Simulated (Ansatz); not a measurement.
The starting structures come from a database of crystals and need not be the phases stable at ambient conditions.

 Where the default PAW files enter, the runs use the earlier of Ansatz's two default sets.

Here is the system:

```
CELL_PARAMETERS angstrom
      5.17526     0.00000     0.00000
      0.00000     7.31892     0.00000
      0.00000     3.65946     3.65946
ATOMIC_POSITIONS crystal
  Sn 0.50000 0.00000 0.50000
  Sn 0.00000 0.50000 0.00000
  Sn 0.50000 0.50000 0.50000
  Sn 0.00000 0.00000 0.00000
  O  0.16110 0.66110 0.50000
  O  0.83890 0.33890 0.50000
  O  0.66110 0.83890 0.00000
  O  0.33890 0.16110 0.00000
  O  0.83890 0.16110 0.17780
  O  0.16110 0.83890 0.82220
  O  0.33890 0.33890 0.32220
  O  0.66110 0.66110 0.67780
```

Space group of this cell: Pa-3. The cell is taken as given; by PBEsol its mean pressure is -7.2 GPa.

Transport runs along the normal of the first two printed cell vectors, the (110) plane of the conventional cell.

The gap is the functional's own. No spin-orbit coupling. Mid-gap values are interpolated on the energy grid.

Q: Compute, with PBEsol in Ansatz (a quantum-chemistry and plane-wave program), the band gap and the smallest decay constant κ at mid-gap.

A: Gap 0.49 eV on a 8×8×8 mesh; κ = 0.065 1/Å, at the zone centre.
